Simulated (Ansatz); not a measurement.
**Element substitutions in Si**

The reference is Si in the diamond structure (space group Fd-3m, No. 227; a = 5.434 Å).

Each row replaces one element on all its sites; cell and atoms are relaxed.

Calculations: DFT with PBEsol, PAW potentials and a 420 eV plane-wave cutoff in Ansatz (a first-principles code), no SOC.

| variant | density | band gap | shortest interatomic distance |
|---|---|---|---|
| base | 2.33 g/cm³ | 0.47 eV | 2.353 Å |
| Si → C | 3.55 g/cm³ | 4.03 eV | 1.539 Å |
| Si → Mo | 7.22 g/cm³ | zero | 2.429 Å |
| Si → Re | 14.13 g/cm³ | zero | 2.422 Å |

Stability against distortions was not tested. As relaxed here, Mo and Re are hypothetical phases, not in the database extracts checked. All final runs are without spin polarisation.
